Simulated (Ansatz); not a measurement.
## Effect of biaxial strain −2.05 %, plane normal [001], relaxed out of plane on GaS

Base system: GaS in the beta-GaS type structure (space group P6_3/mmc, No. 194; a = 3.5342 Å, c = 15.0389 Å; layered, stacked along the Cartesian z axis). Axes: x lies along a and z along c of the hexagonal cell.

The change: biaxial strain −2.05 %, plane normal [001], relaxed out of plane (Cartesian); in-plane vectors clamped, the third vector and the atoms free.

Calculations: Ansatz (a quantum-chemistry and plane-wave program) PBEsol-D3(BJ), no spin-orbit coupling. Γ-centred 11×11×3 mesh, Fermi–Dirac width 0.05 eV.

```tsv
quantity	base	changed	shift
volume per atom	20.33 Å³	19.71 Å³	-0.628 Å³
space group	P6_3/mmc (No. 194)	P6_3/mmc (No. 194)	–
shortest interatomic distance	2.314 Å	2.295 Å	-0.019 Å
pressure (mean of the normal stresses, compression positive)	0.0 kbar	22.0 kbar	+22.0 kbar
band gap	1.29 eV	1.37 eV	+0.08 eV
gap character	indirect, Γ → M	indirect, Γ → K	–
smallest direct gap	1.73 eV	2.24 eV	+0.51 eV
width of the top valence band	2.17 eV	2.12 eV	-0.05 eV
electron mass	–	0.51 mₑ out of plane, 0.40 mₑ in plane (at K)	–
valence-band top at Γ (three highest levels, from the VBM)	0.00, -1.45, -1.45 eV	0.00, -1.09, -1.09 eV	–
valley order (the lowest conduction-band minima on the path, energy above the VBM, named in the base's zone)	M (1/2, 0, 0) 1.29 eV; K (1/3, 1/3, 0) 1.35 eV; Γ 1.73 eV	K (-1/3, -1/3, 0) 1.37 eV; M (0, 1/2, 0) 1.46 eV; Γ 2.24 eV	–
out-of-plane strain	–	+1.01 %	–
ratio −ε⊥/ε∥	–	0.49	–
mean in-plane stress (compression positive)	–	+3.3 GPa	–
```

Final structure (turned so that z lies along the plane normal):

```
CELL_PARAMETERS angstrom
      3.46175     0.00000     0.00000
      1.73087     2.99796     0.00000
      0.00000     0.00000    15.19101
ATOMIC_POSITIONS crystal
  Ga 0.33333 0.33333 0.67047
  Ga 0.66667 0.66667 0.17047
  Ga 0.66667 0.66667 0.32953
  Ga 0.33333 0.33333 0.82953
  S  0.33333 0.33333 0.09621
  S  0.66667 0.66667 0.59621
  S  0.66667 0.66667 0.90379
  S  0.33333 0.33333 0.40379
```

Masses are band curvatures over ±0.01 Å⁻¹ around the edge. No phonon test of stability was made.
